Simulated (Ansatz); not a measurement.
ZnS (P3m1, No. 156, 36 atoms in the cell; start mp-557026; a measured phase of this formula has another space group), treated with r²SCAN in Ansatz (plane waves, PAW).

Run with plane-wave cutoff 560 eV, 12×12×1 k mesh (along the axes of the cell as run), Fermi–Dirac smearing 0.01 eV, scalar-relativistic PAW data made under PBE.

Cell (relaxed at this level):

Space group P3m1 (No. 156); a = 3.8096 Å, b = 3.8096 Å, c = 56.0492 Å, α = 90.00°, β = 90.00°, γ = 120.00°

```json
[
 {"atom": "Zn", "site": "1a", "symmetry": "3m.", "x": "0.0000", "y": "0.0000", "z": "0.1667"},
 {"atom": "Zn", "site": "1a", "symmetry": "3m.", "x": "0.0000", "y": "0.0000", "z": "0.5555"},
 {"atom": "Zn", "site": "1b", "symmetry": "3m.", "x": "0.3333", "y": "0.6667", "z": "0.7222"},
 {"atom": "Zn", "site": "1c", "symmetry": "3m.", "x": "0.6667", "y": "0.3333", "z": "0.2777"},
 {"atom": "Zn", "site": "1a", "symmetry": "3m.", "x": "0.0000", "y": "0.0000", "z": "0.6667"},
 {"atom": "Zn", "site": "1b", "symmetry": "3m.", "x": "0.3333", "y": "0.6667", "z": "0.0556"},
 {"atom": "Zn", "site": "1c", "symmetry": "3m.", "x": "0.6667", "y": "0.3333", "z": "0.6111"},
 {"atom": "Zn", "site": "1c", "symmetry": "3m.", "x": "0.6667", "y": "0.3333", "z": "0.1112"},
 {"atom": "Zn", "site": "1c", "symmetry": "3m.", "x": "0.6667", "y": "0.3333", "z": "0.4444"},
 {"atom": "Zn", "site": "1b", "symmetry": "3m.", "x": "0.3333", "y": "0.6667", "z": "0.2222"},
 {"atom": "Zn", "site": "1c", "symmetry": "3m.", "x": "0.6667", "y": "0.3333", "z": "0.7778"},
 {"atom": "Zn", "site": "1c", "symmetry": "3m.", "x": "0.6667", "y": "0.3333", "z": "0.9445"},
 {"atom": "Zn", "site": "1b", "symmetry": "3m.", "x": "0.3333", "y": "0.6667", "z": "0.3888"},
 {"atom": "Zn", "site": "1a", "symmetry": "3m.", "x": "0.0000", "y": "0.0000", "z": "0.3333"},
 {"atom": "Zn", "site": "1b", "symmetry": "3m.", "x": "0.3333", "y": "0.6667", "z": "0.8334"},
 {"atom": "Zn", "site": "1a", "symmetry": "3m.", "x": "0.0000", "y": "0.0000", "z": "0.0001"},
 {"atom": "Zn", "site": "1b", "symmetry": "3m.", "x": "0.3333", "y": "0.6667", "z": "0.5000"},
 {"atom": "Zn", "site": "1a", "symmetry": "3m.", "x": "0.0000", "y": "0.0000", "z": "0.8889"},
 {"atom": "S", "site": "1c", "symmetry": "3m.", "x": "0.6667", "y": "0.3333", "z": "0.9862"},
 {"atom": "S", "site": "1b", "symmetry": "3m.", "x": "0.3333", "y": "0.6667", "z": "0.5416"},
 {"atom": "S", "site": "1b", "symmetry": "3m.", "x": "0.3333", "y": "0.6667", "z": "0.4304"},
 {"atom": "S", "site": "1a", "symmetry": "3m.", "x": "0.0000", "y": "0.0000", "z": "0.0418"},
 {"atom": "S", "site": "1c", "symmetry": "3m.", "x": "0.6667", "y": "0.3333", "z": "0.4861"},
 {"atom": "S", "site": "1c", "symmetry": "3m.", "x": "0.6667", "y": "0.3333", "z": "0.6528"},
 {"atom": "S", "site": "1c", "symmetry": "3m.", "x": "0.6667", "y": "0.3333", "z": "0.1528"},
 {"atom": "S", "site": "1b", "symmetry": "3m.", "x": "0.3333", "y": "0.6667", "z": "0.7638"},
 {"atom": "S", "site": "1a", "symmetry": "3m.", "x": "0.0000", "y": "0.0000", "z": "0.7083"},
 {"atom": "S", "site": "1c", "symmetry": "3m.", "x": "0.6667", "y": "0.3333", "z": "0.8195"},
 {"atom": "S", "site": "1a", "symmetry": "3m.", "x": "0.0000", "y": "0.0000", "z": "0.3749"},
 {"atom": "S", "site": "1a", "symmetry": "3m.", "x": "0.0000", "y": "0.0000", "z": "0.9305"},
 {"atom": "S", "site": "1a", "symmetry": "3m.", "x": "0.0000", "y": "0.0000", "z": "0.5971"},
 {"atom": "S", "site": "1b", "symmetry": "3m.", "x": "0.3333", "y": "0.6667", "z": "0.2639"},
 {"atom": "S", "site": "1b", "symmetry": "3m.", "x": "0.3333", "y": "0.6667", "z": "0.8750"},
 {"atom": "S", "site": "1b", "symmetry": "3m.", "x": "0.3333", "y": "0.6667", "z": "0.0973"},
 {"atom": "S", "site": "1c", "symmetry": "3m.", "x": "0.6667", "y": "0.3333", "z": "0.3194"},
 {"atom": "S", "site": "1a", "symmetry": "3m.", "x": "0.0000", "y": "0.0000", "z": "0.2083"}
]
```

What does this level give for the band gap?


* **band gap**: 2.72 eV (direct)

The computed numbers hold no vibrational or temperature effects.

A start named mp-… is a Materials Project structure, which need not be a measured phase.

Ansatz is an electronic-structure program.
